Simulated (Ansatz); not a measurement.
A user runs Ansatz (a program for electronic structure) on Ga (Cmce, 4 atoms in the cell) and asks whether the run is sound. The aim is a self-consistent single point with DFT, PBE, plane waves, PAW files.

Cell that was meant: a = 4.3976 Å, b = 4.3976 Å, c = 4.5550 Å, α = 90.00°, β = 90.00°, γ = 119.49°.

Part of the input:

```yaml
  occupations:
    method: fermi_dirac
    width: 0.05 eV
  max_iter: 40
  convergence:
    dr2_threshold: 1.0e-22 eV
output:
  forces: true
  eigenvalues: true
```

The program printed (abridged):

```
WARN basis.ecutwfc = 420 eV, the default
Pseudopotentials: kind: paw
Pseudopotential: Ga, paw, valence charge 13
   [... lines left out ...]
Bands: 32, of which v1, the nominal top of the filled ones, is band 26 counted from 1 (25 counted from 0)
Symmetry: 8 space group operations
Space group: Cmce (ITA 64), of the structure as read, at distance tolerance 4.2e-5 Å
k-points: 155 of 900
Initial density: superposition of atomic densities (chi_scale 0.1, normalization cell)
Initial wavefunctions: pseudopotential atomic-orbital guess
Eigensolver: davidson
Functional: x = pbe(κ = 0.804, μ = 0.2195149727645171), c = pbe(β = 0.06672455060314922)
SCF iter   1: F=—  HF=-15132.067285 eV  |F-HF|=—  |Δ(HF+E_count)|=         —  Δρ=2.97e-2  dr2=4.08e-1  ethr=3.10e-3  ⟨swp⟩=5.9  Hψ=18273  notcnv=0  defer=4
all-band conjugate gradients solve this SCF's bands
preconditioner: auto → Kerker (q_TF=auto, 2.557 Å⁻¹)
SCF iter   2: F=—  HF=-15132.025636 eV  |F-HF|=—  |Δ(HF+E_count)|=   4.16e-2  Δρ=2.09e-2  dr2=1.66e-1  ethr=7.85e-4  ⟨swp⟩=2.0  Hψ=9959  notcnv=0  defer=123
   [... lines left out ...]
SCF iter  21: F=—  HF=-15132.053263 eV  |F-HF|=—  |Δ(HF+E_count)|=  3.64e-12  Δρ=5.79e-13  dr2=4.23e-22  ethr=9.19e-19 (applied; sched 1.00e-12)  ⟨swp⟩=1.0  Hψ=4837  notcnv=0  defer=123
SCF iter  22: F=—  HF=-15132.053263 eV  |F-HF|=—  |Δ(HF+E_count)|=  3.64e-12  Δρ=3.38e-13  dr2=7.35e-23  ethr=1.00e-12  ⟨swp⟩=3.8  Hψ=7533  notcnv=0
SCF iter  23: F=-15132.053263 eV  HF=-15132.053263 eV  |F-HF|=1.82e-12  |Δ(HF+E_count)|=  3.64e-12  Δρ=1.89e-13  dr2=1.61e-23  ethr=1.00e-12  ⟨swp⟩=1.0  Hψ=5580  notcnv=0
SCF 1 converged in 23 iterations: F = -15132.053263 eV  dr2 = 1.61e-23
Free energy (F): -15132.053263 eV
Internal energy: -15132.046371 eV  (E = F + TS)
E sigma→0 (E₀):  -15132.049817 eV
Entropy (-TS):   -0.006892 eV (-1.723 meV/atom)
Fermi energy:    9.368258 eV
--- Forces (eV/Å), atoms counted from 1 ---
  atom   1  Ga     0.00000000     0.01501991     0.02631052
  atom   2  Ga    -0.00000000    -0.01501991    -0.02631052
  atom   3  Ga    -0.00000000    -0.01501991     0.02631052
  atom   4  Ga     0.00000000     0.01501991    -0.02631052
--- Stress (GPa, compression-positive) ---
        3.909546      -0.000000      -0.000000
       -0.000000       3.336927       0.000000
       -0.000000       0.000000       2.518821
  P = ⅓ Tr σ = 3.2551 GPa (32.551 kbar)
  The stress holds the Pulay correction. Without it, at fixed plane waves, as pw.x and ABINIT print it: P = 3.2059 GPa
```

**Question.** Is this run sound? If not, what is wrong?

**Answer.** The results can be used. The input holds a threshold far tighter than needed, beside a limit on iterations, which can do harm: each further decade of the residual costs iterations, and near the noise of double precision and of the grids the loop may never get there. Here it did none. The run converged in 23 iterations, and against the sound input the free energy stays essentially unchanged (within 1 meV/atom), the pressure stays at 3.26 GPa and the largest force stays at 0.030 eV/Å. It cost iterations: the sound input took 9.

An input that runs soundly differs in these lines (not the only fix; some lines may just follow from the change or write a value another way):
```diff
-  max_iter: 40
-  convergence:
-    dr2_threshold: 1.0e-22 eV
```

With that input, the run converged in 9 iterations: free energy E − TS (on the zero of these files) -15132.0533 eV; Fermi level (on the code's own zero) 9.37 eV; pressure 3.26 GPa; largest force (vector length) 0.030 eV/Å (DFT, PBE, plane waves, PAW files).

On the sound input: the starting cell comes from a database of computed structures (which also holds hypothetical and non-ambient phases and stackings), without a prior relaxation at this level. Its lattice was rescaled by a random factor within 2.5 % of one. With a pressure of about 3 GPa the cell is away from its equilibrium volume at this level. Ansatz's pressure includes its estimate of the finite-basis (Pulay) stress.

Keys are those of Ansatz 0.2.
